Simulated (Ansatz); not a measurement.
Take MoSi2 (space group I4/mmm, No. 139; a = 3.202 Å, c = 7.819 Å) as the base. Axes: x, y, z lie along a, b, c of the conventional cell.

Method: r2SCAN/PAW in Ansatz (a quantum-chemistry and plane-wave program), no spin-orbit coupling, earlier PAW set.

Before the change:

The pressure is 0.0 GPa and the volume per atom is 13.36 Å³.

It is then changed as follows: biaxial strain +0.62 %, plane normal [001], relaxed out of plane (Cartesian); in-plane vectors clamped, the third vector and the atoms free.

### Question
Estimate the effect on the pressure.

### Answer
The pressure (mean of the normal stresses, compression positive) goes from zero to -2.0 GPa.

### Question
Predict the new energy relative to the base.

### Answer
The energy increases by 1.6 meV/atom.

### Question
What does the calculation give for the volume per atom after the change?

### Answer
The volume per atom increases by 0.14 Å³, from 13.36 Å³ to 13.50 Å³.

The mesh was chosen for an insulator and is coarse for the gapless case. Without a gap, meshes like the base's 14×14×14 leave anisotropic stresses uncertain by several tenths of a GPa, and small strain energies with them. Whether these cells are dynamically stable was not tested. All final runs are without spin polarisation.
